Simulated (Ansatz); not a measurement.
We look at the formation energy of the neutral C_Ge + Pb_Ge in Ge (diamond, Fd-3m). Reaction: C (graphite) + 126 Ge (diamond) + Pb (fcc) → cell A.

Cell A: a supercell of 128 sites of Ge (diamond, Fd-3m) with C on a Ge site (3 Ge at 2.06 Å and 1 Pb at 2.39 Å); Pb on a Ge site (1 C at 2.39 Å and 3 Ge at 2.69 Å); the closest two of these centres are 2.4 Å apart; spin state with PBE: run without spin, k-point mesh 2×2×2.
```yaml
crystal:
  lattice:
    - [16.12156, 0.00000, 0.00000]
    - [8.06078, 13.96168, 0.00000]
    - [8.06078, 4.65389, 13.16320]
  atoms:
    - { symbol: Ge, position: [0.12470, 0.12470, 0.12470] }
    - { symbol: Ge, position: [0.18725, 0.18725, 0.18725] }
    - { symbol: Ge, position: [0.12465, 0.12465, 0.37489] }
    - { symbol: Ge, position: [0.18760, 0.18760, 0.43647] }
    - { symbol: Ge, position: [0.12528, 0.12528, 0.62433] }
    - { symbol: Ge, position: [0.18788, 0.18788, 0.68712] }
    - { symbol: Ge, position: [0.12484, 0.12484, 0.87442] }
    - { symbol: Ge, position: [0.18727, 0.18727, 0.93722] }
    - { symbol: Ge, position: [0.12465, 0.37489, 0.12465] }
    - { symbol: Ge, position: [0.18760, 0.43647, 0.18760] }
    - { symbol: Ge, position: [0.12927, 0.37467, 0.37467] }
    - { symbol: Ge, position: [0.21305, 0.42678, 0.42678] }
    - { symbol: Ge, position: [0.13176, 0.37470, 0.61745] }
    - { symbol: Ge, position: [0.18563, 0.43649, 0.68946] }
    - { symbol: Ge, position: [0.12371, 0.37482, 0.87578] }
    - { symbol: Ge, position: [0.18764, 0.43713, 0.93724] }
    - { symbol: Ge, position: [0.12528, 0.62433, 0.12528] }
    - { symbol: Ge, position: [0.18788, 0.68712, 0.18788] }
    - { symbol: Ge, position: [0.13176, 0.61745, 0.37470] }
    - { symbol: Ge, position: [0.18563, 0.68946, 0.43649] }
    - { symbol: Ge, position: [0.12551, 0.62453, 0.62453] }
    - { symbol: Ge, position: [0.18764, 0.68732, 0.68732] }
    - { symbol: Ge, position: [0.12512, 0.62477, 0.87491] }
    - { symbol: Ge, position: [0.18784, 0.68716, 0.93766] }
    - { symbol: Ge, position: [0.12484, 0.87442, 0.12484] }
    - { symbol: Ge, position: [0.18727, 0.93722, 0.18727] }
    - { symbol: Ge, position: [0.12371, 0.87578, 0.37482] }
    - { symbol: Ge, position: [0.18764, 0.93724, 0.43713] }
    - { symbol: Ge, position: [0.12512, 0.87491, 0.62477] }
    - { symbol: Ge, position: [0.18784, 0.93766, 0.68716] }
    - { symbol: Ge, position: [0.12519, 0.87484, 0.87484] }
    - { symbol: Ge, position: [0.18785, 0.93739, 0.93739] }
    - { symbol: Ge, position: [0.37489, 0.12465, 0.12465] }
    - { symbol: Ge, position: [0.43647, 0.18760, 0.18760] }
    - { symbol: Ge, position: [0.37467, 0.12927, 0.37467] }
    - { symbol: Ge, position: [0.42678, 0.21305, 0.42678] }
    - { symbol: Ge, position: [0.37470, 0.13176, 0.61745] }
    - { symbol: Ge, position: [0.43649, 0.18563, 0.68946] }
    - { symbol: Ge, position: [0.37482, 0.12371, 0.87578] }
    - { symbol: Ge, position: [0.43713, 0.18764, 0.93724] }
    - { symbol: Ge, position: [0.37467, 0.37467, 0.12927] }
    - { symbol: Ge, position: [0.42678, 0.42678, 0.21305] }
    - { symbol: C, position: [0.36941, 0.36941, 0.36941] }
    - { symbol: Pb, position: [0.42999, 0.42999, 0.42999] }
    - { symbol: Ge, position: [0.37134, 0.37134, 0.63374] }
    - { symbol: Ge, position: [0.43774, 0.43774, 0.68843] }
    - { symbol: Ge, position: [0.37539, 0.37539, 0.87646] }
    - { symbol: Ge, position: [0.43747, 0.43747, 0.94089] }
    - { symbol: Ge, position: [0.37470, 0.61745, 0.13176] }
    - { symbol: Ge, position: [0.43649, 0.68946, 0.18563] }
    - { symbol: Ge, position: [0.37134, 0.63374, 0.37134] }
    - { symbol: Ge, position: [0.43774, 0.68843, 0.43774] }
    - { symbol: Ge, position: [0.37524, 0.62526, 0.62526] }
    - { symbol: Ge, position: [0.43757, 0.68807, 0.68807] }
    - { symbol: Ge, position: [0.37551, 0.62470, 0.87577] }
    - { symbol: Ge, position: [0.43698, 0.68466, 0.94178] }
    - { symbol: Ge, position: [0.37482, 0.87578, 0.12371] }
    - { symbol: Ge, position: [0.43713, 0.93724, 0.18764] }
    - { symbol: Ge, position: [0.37539, 0.87646, 0.37539] }
    - { symbol: Ge, position: [0.43747, 0.94089, 0.43747] }
    - { symbol: Ge, position: [0.37551, 0.87577, 0.62470] }
    - { symbol: Ge, position: [0.43698, 0.94178, 0.68466] }
    - { symbol: Ge, position: [0.37550, 0.87418, 0.87418] }
    - { symbol: Ge, position: [0.43730, 0.93711, 0.93711] }
    - { symbol: Ge, position: [0.62433, 0.12528, 0.12528] }
    - { symbol: Ge, position: [0.68712, 0.18788, 0.18788] }
    - { symbol: Ge, position: [0.61745, 0.13176, 0.37470] }
    - { symbol: Ge, position: [0.68946, 0.18563, 0.43649] }
    - { symbol: Ge, position: [0.62453, 0.12551, 0.62453] }
    - { symbol: Ge, position: [0.68732, 0.18764, 0.68732] }
    - { symbol: Ge, position: [0.62477, 0.12512, 0.87491] }
    - { symbol: Ge, position: [0.68716, 0.18784, 0.93766] }
    - { symbol: Ge, position: [0.61745, 0.37470, 0.13176] }
    - { symbol: Ge, position: [0.68946, 0.43649, 0.18563] }
    - { symbol: Ge, position: [0.63374, 0.37134, 0.37134] }
    - { symbol: Ge, position: [0.68843, 0.43774, 0.43774] }
    - { symbol: Ge, position: [0.62526, 0.37524, 0.62526] }
    - { symbol: Ge, position: [0.68807, 0.43757, 0.68807] }
    - { symbol: Ge, position: [0.62470, 0.37551, 0.87577] }
    - { symbol: Ge, position: [0.68466, 0.43698, 0.94178] }
    - { symbol: Ge, position: [0.62453, 0.62453, 0.12551] }
    - { symbol: Ge, position: [0.68732, 0.68732, 0.18764] }
    - { symbol: Ge, position: [0.62526, 0.62526, 0.37524] }
    - { symbol: Ge, position: [0.68807, 0.68807, 0.43757] }
    - { symbol: Ge, position: [0.62510, 0.62510, 0.62510] }
    - { symbol: Ge, position: [0.68761, 0.68761, 0.68761] }
    - { symbol: Ge, position: [0.62437, 0.62437, 0.87551] }
    - { symbol: Ge, position: [0.68723, 0.68723, 0.93768] }
    - { symbol: Ge, position: [0.62477, 0.87491, 0.12512] }
    - { symbol: Ge, position: [0.68716, 0.93766, 0.18784] }
    - { symbol: Ge, position: [0.62470, 0.87577, 0.37551] }
    - { symbol: Ge, position: [0.68466, 0.94178, 0.43698] }
    - { symbol: Ge, position: [0.62437, 0.87551, 0.62437] }
    - { symbol: Ge, position: [0.68723, 0.93768, 0.68723] }
    - { symbol: Ge, position: [0.62486, 0.87491, 0.87491] }
    - { symbol: Ge, position: [0.68728, 0.93753, 0.93753] }
    - { symbol: Ge, position: [0.87442, 0.12484, 0.12484] }
    - { symbol: Ge, position: [0.93722, 0.18727, 0.18727] }
    - { symbol: Ge, position: [0.87578, 0.12371, 0.37482] }
    - { symbol: Ge, position: [0.93724, 0.18764, 0.43713] }
    - { symbol: Ge, position: [0.87491, 0.12512, 0.62477] }
    - { symbol: Ge, position: [0.93766, 0.18784, 0.68716] }
    - { symbol: Ge, position: [0.87484, 0.12519, 0.87484] }
    - { symbol: Ge, position: [0.93739, 0.18785, 0.93739] }
    - { symbol: Ge, position: [0.87578, 0.37482, 0.12371] }
    - { symbol: Ge, position: [0.93724, 0.43713, 0.18764] }
    - { symbol: Ge, position: [0.87646, 0.37539, 0.37539] }
    - { symbol: Ge, position: [0.94089, 0.43747, 0.43747] }
    - { symbol: Ge, position: [0.87577, 0.37551, 0.62470] }
    - { symbol: Ge, position: [0.94178, 0.43698, 0.68466] }
    - { symbol: Ge, position: [0.87418, 0.37550, 0.87418] }
    - { symbol: Ge, position: [0.93711, 0.43730, 0.93711] }
    - { symbol: Ge, position: [0.87491, 0.62477, 0.12512] }
    - { symbol: Ge, position: [0.93766, 0.68716, 0.18784] }
    - { symbol: Ge, position: [0.87577, 0.62470, 0.37551] }
    - { symbol: Ge, position: [0.94178, 0.68466, 0.43698] }
    - { symbol: Ge, position: [0.87551, 0.62437, 0.62437] }
    - { symbol: Ge, position: [0.93768, 0.68723, 0.68723] }
    - { symbol: Ge, position: [0.87491, 0.62486, 0.87491] }
    - { symbol: Ge, position: [0.93753, 0.68728, 0.93753] }
    - { symbol: Ge, position: [0.87484, 0.87484, 0.12519] }
    - { symbol: Ge, position: [0.93739, 0.93739, 0.18785] }
    - { symbol: Ge, position: [0.87418, 0.87418, 0.37550] }
    - { symbol: Ge, position: [0.93711, 0.93711, 0.43730] }
    - { symbol: Ge, position: [0.87491, 0.87491, 0.62486] }
    - { symbol: Ge, position: [0.93753, 0.93753, 0.68728] }
    - { symbol: Ge, position: [0.87493, 0.87493, 0.87493] }
    - { symbol: Ge, position: [0.93754, 0.93754, 0.93754] }
```

Reference: C (graphite, P6₃/mmc), 4 atoms in the cell, k-point mesh 18×18×6 on the run's own vectors. Conventional cell: a = b = 2.465 Å, c = 6.742 Å, α = β = 90.00°, γ = 120.00°.

Reference: Ge (diamond, Fd-3m), 128 atoms in the cell, the relaxed perfect crystal repeated, atoms not moved again, k-point mesh 2×2×2 on the run's own vectors.

Reference: Pb (fcc, Fm-3m), 1 atom in the cell, k-point mesh 20×20×20 on the run's own vectors. Conventional cell: a = b = c = 4.9591 Å, α = β = γ = 90.00°.

All numbers come from Ansatz (a quantum-chemistry and plane-wave program), plane waves with PAW, its default PAW set, cutoff 420 eV, 500 eV for r2SCAN. The structures are at rest with PBE+D3(BJ), within the held lattices; other levels are single points on them. Neutral cells; Fermi-Dirac smearing of at most 0.10 eV in the solids, energies taken to zero width. The lattices are those relaxed with PBE+D3(BJ), so at other levels the solids can be strained, which adds to the spread. Larger cells are relaxed from a start prepared with the learned potential CHGNet, on a coarser mesh till forces fall under 0.03 eV/Å, which some starts already meet. A dispersion term (D3(BJ), or D4 for r2SCAN) was computed beside these levels and is taken off wherever the name lacks it. The PAW files were made for PBE and serve at the other functionals too. Space groups of crystals are read within 0.01 Å. No zero-point or thermal terms. No structure search was made; lower ones may exist. Spin-orbit coupling is left out. No correction for cell size. Mesh and cell size may move defect energies by 0.1 eV or more. Cell A has symmetry R3m within 0.02 Å and got no random move, so less symmetric positions, which may lie lower, weren't tried.

**Question.** Predict the value from PBE.

**Answer.** 3.01 eV, for C (graphite) + 126 Ge (diamond) + Pb (fcc) → cell A.

**Question.** How does the value move with the functional?

**Answer.** 
```tsv
Method	value (eV)	less PBE
r2SCAN	3.19	0.18
r2SCAN+D4	3.22	0.21
```

The levels shown span 0.21 eV, from PBE (3.01) to r2SCAN+D4 (3.22).
